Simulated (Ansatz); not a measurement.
Start from MgS in the rock salt structure (space group Fm-3m, No. 225; a = 5.1820 Å).

One thing is altered: a hydrostatic pressure of 0.3 GPa.

Levels (all Ansatz, a program for electronic structure, PAW): PBEsol (420 eV, without spin-orbit coupling); HSE06 (420 eV, spin-orbit coupling left out).

The geometry is relaxed with PBEsol.

```
Quantity           Value
---------------  -------
PBEsol band gap  2.73 eV
```

With HSE06 at the same geometry, the band gap grows by 1.11 eV, from 2.73 eV to 3.84 eV.

Single points use the geometry relaxed with PBEsol. HSE06 was sampled on its mesh, a few special points and the semilocal edge points, so its gap is an upper bound. Load acts through the strain it causes; cell and atoms are relaxed under it. No phonon test of stability was made.
